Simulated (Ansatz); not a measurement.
The starting structures come from a database of crystals and need not be the phases stable at ambient conditions.

 Where the default PAW files enter, the runs use the earlier of Ansatz's two default sets.

Crystal: KSbO$_{3}$ (R-3, not sure to be the ambient phase, 10 atoms a cell, 15.4 Å³ an atom); planes in its conventional cell.

Method: r2SCAN (plane waves, PAW; Ansatz, an electronic-structure program).

No gap correction and no spin-orbit coupling; mid-gap values are interpolated between computed energies.

```tsv
plane	area of the cell (Å²)	mid-gap κ (1/Å)	largest κ in the gap (1/Å)
(001)	25.2	0.39	0.40
(101)	33.9	…	…
```

Q: The slowest decay depends on the direction. Supply the withheld values.

A: 
- (101), mid-gap κ (1/Å): 0.32
- (101), largest κ in the gap (1/Å): 0.33
